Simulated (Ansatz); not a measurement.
# SnGe (model structure, within 0.1 Å of Fm-3m, No. 225, 8 atoms in the cell): properties by level of theory

```csv
level (code),volume per atom (Å³/atom),enthalpy of formation (eV/atom)
PBE (Ansatz),24.42,0.142
PBEsol (Ansatz),23.21,0.120
PBE-D3(BJ) (Ansatz),23.46,0.119
```

Ansatz's density-functional and Hartree–Fock values are scalar-relativistic unless marked +SOC, with PAW data made under PBE.

Computed values are for the static lattice.

A model structure was made by putting elements into a prototype or built by hand; it is no filed structure, need not be a known phase, and can be a saddle point held by its symmetry.

Ansatz is a program for electronic structure.
